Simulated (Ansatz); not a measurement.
Amorphous Ti₂₀O₄₁Ba, 62 atoms at 3.74 g/cm³, one PBE-relaxed geometry, zone centre. Methods: PBE, scalar-relativistic without spin-orbit coupling (Ansatz, a first-principles code); r2SCAN, scalar-relativistic without spin-orbit coupling (Ansatz); HSE06, scalar-relativistic without spin-orbit coupling (Ansatz). Plane waves to 420 eV (r2SCAN 500 eV); exact exchange is cut at the cell's faces. At PBE the levels at the empty edge of the gap are localised (band-tail or defect states). All rungs ran without spin polarisation.

The cell was made by melting and quenching with the CHGNet potential and then relaxed with DFT. O atoms were pushed apart under 1.9 Å during the dynamics, to hinder bonds among them. The hot cell started wider than the set density and was brought back towards it in steps. It is the lowest in DFT energy of 2 quenches. It is a model cell: composition and starting density were chosen by hand, and all elements were melted together. No dispersion term was used. Its density started from a set value of 3.74 and ended at 3.74 g/cm³. The simulated quench (nominally 300 K/ps over its main leg) is rapid and tends to freeze in more defects than a deposited or slowly cooled glass has. One small periodic cell is one sample of the glass; other quenches scatter about these values. The volume was held where the preparation left it and the shape relaxed, at a PBE pressure of 0.2 GPa.

The relaxation ran on the zone centre alone. At PBE the level gap is 2.59 eV on a 2×2×2 Γ-centred mesh, and the spacing at the zone centre alone 2.70 eV.

Task: What zone-centre spacing does r2SCAN give, roughly?

Result: 3.01 eV (+0.31 eV against PBE).

Task: What zone-centre spacing does HSE06 give, roughly?

Result: 4.19 eV (+1.49 eV against PBE).

The highest filled and the lowest empty state spread over these numbers of atoms (participation numbers): PBE: 14.1 and 4.9; r2SCAN: 13.4 and 4.4; HSE06: 15.1 and 5.8.
